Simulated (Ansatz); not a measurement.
The starting structures come from a database of crystals and need not be the phases stable at ambient conditions.

By PBEsol, the system below comes out a metal.

A figure of merit of an interconnect metal is its ballistic conductance per area.

Given:

```
CELL_PARAMETERS angstrom
      3.90852     0.00000     0.00000
      0.00000     5.52748     0.00000
      0.00000     2.76374     2.76374
ATOMIC_POSITIONS crystal
  Ni 0.50000 0.00000 0.50000
  Ni 0.50000 0.50000 0.50000
  Ni 0.00000 0.50000 0.00000
  Sn 0.00000 0.00000 0.00000
  N  0.50000 0.50000 0.00000
```

Space group of this cell: Pm-3m, anti-perovskite. The cell is taken as given; by PBEsol its mean pressure is -8.2 GPa.

The current flows along the normal of the first two printed cell vectors, the (110) plane of the conventional cell. No spin-orbit coupling; the value is a mean over 0.1 eV about the Fermi level.

Q: Estimate the ballistic conductance per area that PBEsol (Ansatz, a program for electronic structure) returns for this system.

A: 0.63 × 10¹⁵ S/m² for both spins.
